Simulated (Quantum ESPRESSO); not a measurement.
# Quick settings and what they miss: AlAu (P2_1/m, 8 atoms in the cell)

Self-consistent single point.

```
CELL_PARAMETERS angstrom
      6.11581     0.00000     0.00000
      0.00000     3.41736     0.00000
     -0.16204     0.00000     6.11408
ATOMIC_POSITIONS crystal
  Al 0.56216 0.75000 0.82352
  Al 0.43784 0.25000 0.17648
  Al 0.92165 0.75000 0.32205
  Al 0.07835 0.25000 0.67795
  Au 0.31108 0.75000 0.48525
  Au 0.68892 0.25000 0.51475
  Au 0.18680 0.75000 0.99990
  Au 0.81320 0.25000 0.00010
```

Computed with LDA (PZ), GBRV 1.5 ultrasoft (LDA) pseudopotentials (plane waves; Quantum ESPRESSO).

Base settings: ecutwfc = 40 Ry; ecutrho = 320 Ry; occupations = smearing; smearing = marzari-vanderbilt; degauss = 0.019992 Ry; potentials = {Al: al_lda_v1.uspp.F.UPF, Au: au_lda_v1.uspp.F.UPF}; K_POINTS = automatic 4 7 4 0 0 0; conv_thr = 1e-10 Ry.

Tight run (finer mesh or higher cutoff; not a proven limit): ecutwfc: 40 Ry → 56 Ry; ecutrho: 320 Ry → 448 Ry; conv_thr: 1e-10 Ry → 7.3e-11 Ry; K_POINTS: automatic 4 7 4 0 0 0 → automatic 6 10 6 0 0 0. It gave Fermi level (on the code's own zero) 12.85 eV; pressure 5.93 GPa; largest force (vector length) 0.232 eV/Å.

Quick runs, as changes from the base:
- A: the base itself
- B: ecutwfc: 40 Ry → 24 Ry; ecutrho: 320 Ry → 192 Ry; K_POINTS: automatic 4 7 4 0 0 0 → automatic 1 1 1 0 0 0
- C: ecutwfc: 40 Ry → 42 Ry; ecutrho: 320 Ry → 336 Ry; smearing: marzari-vanderbilt → methfessel-paxton; degauss: 0.019992 Ry → 0.0099958 Ry; conv_thr: 1e-10 Ry → 7.3e-06 Ry; pseudopotentials: {Al: al_lda_v1.uspp.F.UPF, Au: au_lda_v1.uspp.F.UPF} → {Al: Al.pbe-n-kjpaw_psl.1.0.0.UPF, Au: Au_ONCV_PBE-1.0.oncvpsp.upf}; K_POINTS: automatic 4 7 4 0 0 0 → automatic 4 4 4 0 0 0; input_dft: default → pbesol [PBEsol]
- D: ecutwfc: 40 Ry → 32 Ry; ecutrho: 320 Ry → 256 Ry; degauss: 0.019992 Ry → 0.0099958 Ry; conv_thr: 1e-10 Ry → 7.3e-06 Ry; K_POINTS: automatic 4 7 4 0 0 0 → automatic 2 2 2 1 1 1
- E: ecutwfc: 40 Ry → 24 Ry; ecutrho: 320 Ry → 192 Ry; K_POINTS: automatic 4 7 4 0 0 0 → automatic 3 3 3 0 0 0

Energies are extrapolated to zero smearing width, which holds to low order in the width alone (under cold and Methfessel-Paxton smearing the free energy itself is taken).

Dashes: time of B, D, E, under 30 s; energy of C, another energy zero; pressure of C, D, not trusted under this conv_thr with d or f elements.

† marks runs with another functional, U, potentials or spin treatment: their distance from the tight run is not a convergence error alone.

The count of work is k-points × plane waves × bands × iterations; it is no time. Core times come from one kind of shared machine and are given to one figure; runs under 30 s give none.

The starting cell comes from a database of computed structures (which also holds hypothetical and non-ambient phases and stackings), without a prior relaxation at this level. Its lattice was rescaled by a random factor within 2.5 % of one. In the base run, with a pressure of about 6 GPa the cell is away from its equilibrium volume at this level.

```
run  energy less tight (meV/atom)  pressure less tight (GPa)  largest miss in a force vector (eV/Å)  count of work / tight  core time / tight (rough)
---  ----------------------------  -------------------------  -------------------------------------  ---------------------  -------------------------
A                             1.0                      -0.05                                  0.038                   0.22                        0.3
B                         -1037.8                      -6.96                                  1.108                 0.0022                          –
C†                              –                          –                                  0.155                   0.14                        0.2
D                           196.2                          –                                  0.401                 0.0046                          –
E                            15.0                      -1.26                                  0.140                  0.023                          –
```

Among the runs at the tight run's level, the energy misses run from 1.0 to 1037.8 meV/atom.

Left out of this page: 1 run of the series outside the window shown, repeating another row's setting, or not comparable.
